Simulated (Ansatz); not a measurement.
The reference is LaAgSO (space group P4/nmm, No. 129; a = 4.031 Å, c = 8.850 Å).

All numbers come from Ansatz (a quantum-chemistry and plane-wave program), PBEsol, PAW, cutoff 420 eV, without spin-orbit coupling.

Before the change:

| Item | Result |
|---|---|
| Electron mass | 0.36 mₑ along c, 0.28 mₑ across (at Γ) |
| Band gap | 1.32 eV |
| Lattice parameter a | 7.617 bohr |
| c/a ratio | 2.196 |
| Valence-band top at Γ | 0.00, 0.00, -0.73 eV |

Perturbation: cell and atoms relaxed at a pressure of 0.3 GPa.

Predict the new electron mass, band gap, lattice parameter a, c/a ratio and valence-band top at Γ.

The electron mass is still 0.36 mₑ along c, 0.28 mₑ across (at Γ); the band gap hardly moves (1.32 eV against 1.33 eV); the lattice parameter a drops by 0.007 bohr to 7.610 bohr; the c/a ratio is nearly the same (2.196 against 2.194); the valence-band top at Γ (three highest levels, from the VBM) stays 0.00, 0.00, -0.73 eV.

Load acts through the strain it causes; cell and atoms are relaxed under it. Effective masses come from finite differences of ±0.01 Å⁻¹. Whether these cells are dynamically stable was not tested.
